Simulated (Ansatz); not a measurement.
Take WC (space group P-6m2, No. 187; a = 2.9122 Å, c = 2.8362 Å) as the base.

Method: r2SCAN, PAW, 500 eV (Ansatz, a quantum-chemistry and plane-wave program; spin-orbit coupling left out).

Base values:

```
Property           Result
---------------  --------
c/a ratio           0.974
Volume per atom  10.42 Å³
```

It is then changed as follows: a negative pressure, −1 GPa.

Task: What does the calculation give for the c/a ratio and volume per atom after the change?

Result: The c/a ratio stays 0.974; the volume per atom rises by 0.026 Å³, from 10.42 Å³ to 10.44 Å³.

Load acts through the strain it causes; cell and atoms are relaxed under it. Whether these cells are dynamically stable was not tested. All final runs are without spin polarisation.
